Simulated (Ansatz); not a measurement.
Here is the system:

End structure of a constructed model of the (0001) surface of hcp Zr, a pseudomorphic layer of Ru in the host's stacking (bottom of the slab: a bare face, its two planes held):

```yaml
crystal:
  lattice:
    - [3.23249, 0.00000, 0.00000]
    - [-1.61625, 2.79942, 0.00000]
    - [0.00000, 0.00000, 32.00000]
  atoms:
    - { symbol: Zr, position: [0.66667, 0.33333, 0.25495] }
    - { symbol: Zr, position: [0.33333, 0.66667, 0.33574] }
    - { symbol: Zr, position: [0.66667, 0.33333, 0.41753] }
    - { symbol: Zr, position: [0.33333, 0.66667, 0.49860] }
    - { symbol: Zr, position: [0.66667, 0.33333, 0.57789] }
    - { symbol: Zr, position: [0.33333, 0.66667, 0.66578] }
    - { symbol: Ru, position: [0.66667, 0.33333, 0.72000] }
```

Model: 7-atom slab, 15.7 Å thick at the start, 13x13x1 mesh, Fermi-Dirac 0.1 eV, dipole correction, 2 atoms held, the rest relaxed; symmetry of the start imposed; no spin, no spin-orbit, no U. It is one candidate, not shown to be the stable structure of the face.

Problem. Predict the work function of the top face from Ansatz (an electronic-structure program) with PBE.

Solution. 4.22 eV
